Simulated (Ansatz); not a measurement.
Band structure of TlBr (Fm-3m, 2 atoms in the cell).

```yaml
crystal:
  lattice:
    - [0.00000, 3.34204, 3.34204]
    - [3.34204, 0.00000, 3.34204]
    - [3.34204, 3.34204, 0.00000]
  atoms:
    - { symbol: Tl, position: [0.00000, 0.00000, 0.00000] }
    - { symbol: Br, position: [0.50000, 0.50000, 0.50000] }
```

Method: LDA (PW92), default PAW files made with PBE (plane waves; Ansatz, a quantum-chemistry and plane-wave program).

Settings: kpoints.mp_grid.grid = 6 6 6; hamiltonian.xc = lda; hamiltonian.pseudopotentials = {kind: paw} (the program's default PAW files); scf.occupations.method = fixed; kpoints.band_path.npoints = 8.

The starting cell comes from a database of computed structures (which also holds hypothetical and non-ambient phases and stackings), without a prior relaxation at this level. Spin-orbit coupling is off.

### Question
Predict the gap along the standard path and the places of the band edges.

### Answer
The gap along the path is 1.95 eV, direct at L to within 0.01 eV.

Levels in eV from the top of the valence band on the path, bands 7 to 13:
| point | 7 | 8 | 9 | 10 | 11 | 12 | 13 |
|---|---|---|---|---|---|---|---|
| Γ | -4.32 | -1.57 | -1.57 | -1.57 | 6.04 | 6.04 | 6.04 |
| X | -3.99 | -2.98 | -2.12 | -2.12 | 5.05 | 5.66 | 5.79 |
| W | -4.46 | -2.57 | -2.57 | -0.81 | 3.73 | 4.88 | 4.88 |
| K | -4.52 | -2.75 | -1.86 | -1.35 | 3.97 | 4.91 | 5.00 |
| L | -5.21 | -1.41 | -1.41 | 0.00 | 1.95 | 4.01 | 4.01 |
| U | -4.52 | -2.75 | -1.86 | -1.35 | 3.97 | 4.91 | 5.00 |

Keys are those of Ansatz 0.2.
